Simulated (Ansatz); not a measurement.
RbGeBr3 (P2₁/m, No. 11, 10 atoms in the cell; start mp-1120721) was calculated with G0W0@PBEsol in Ansatz (plane waves, hard PAW, contour deformation).

The cell is the one relaxed with PBEsol. Conventional cell: a = 5.9858 Å, b = 7.6077 Å, c = 7.9119 Å, α = 90.00°, β = 107.64°, γ = 90.00°.

The quasiparticle gap at Γ at a fixed k mesh 2×2×2:

```tsv
response cutoff	value (eV)
100 eV, 1432 empty bands	5.796
125 eV, 2002 empty bands	5.832
150 eV, 2631 empty bands	5.859
200 eV, 4051 empty bands	5.890
```

Q: Taking the value to converge with the response cutoff E as E^(−3/2), extrapolate from the last two rows.

A: With y = y∞ + c/w and weights w = 1837 and 2828 for the last two rows, y∞ = (w2 y2 − w1 y1)/(w2 − w1) = (2828 × 5.890 − 1837 × 5.859)/991 = 5.947 eV, which lies 0.057 beyond the last row. Successive pairs of rows give 5.922, 5.945, 5.947. The limit also hangs on the law assumed, so its last digits aren't firm.

The other settings are not extrapolated, so this is the limit in one setting alone.

At the last cutoff the smallest gap on this mesh is 4.81 eV, with an edge away from Γ.

Spin–orbit coupling is not included.

Note: filled d or f shells below the valence bands can shift G0W0 gaps through exchange with them, which wasn't tested here.

A start named mp-… is a Materials Project structure, which need not be a measured phase.

Ansatz is an electronic-structure program.
